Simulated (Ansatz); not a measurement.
Start from InAs in the zinc blende structure (space group F-43m, No. 216).

```
CELL_PARAMETERS angstrom
      0.00000     3.05478     3.05478
      3.05478     0.00000     3.05478
      3.05478     3.05478     0.00000
ATOMIC_POSITIONS crystal
  In 0.00000 0.00000 0.00000
  As 0.25000 0.25000 0.25000
```

Cartesian axes are those of the cell as printed.

Computed with r2SCAN (Ansatz, an electronic-structure program), no SOC.

Strains are applied to the cell and any free atomic positions relax.

One change was made to it. Results:

```csv
quantity,base,after
band gap,0.08 eV,zero
energy relative to the base (free energy F),0 meV/atom,+2.8 meV/atom
"pressure (mean of the normal stresses, compression positive)",0.0 GPa,0.0 GPa
```

Problem. Which change produced these results?
A. tensor shear ε_xy = +1.43 %
B. tensor shear ε_xy = +0.86 %
C. tensor shear ε_xy = +2.00 %
D. tensor shear ε_xy = +0.57 %

Solution. A, tensor shear ε_xy = +1.43 %. For comparison, the energy relative to the base in the other runs: tensor shear ε_xy = +0.86 % gives +1.0 meV/atom; tensor shear ε_xy = +0.57 % gives +0.4 meV/atom; tensor shear ε_xy = +2.00 % gives +5.4 meV/atom.

Stability against distortions was not tested. The final runs are not spin-polarised. Gaps under 0.05 eV, about the width of the smearing, are given as zero. A zero or small gap of InAs can be the functional's error rather than a property of the material.
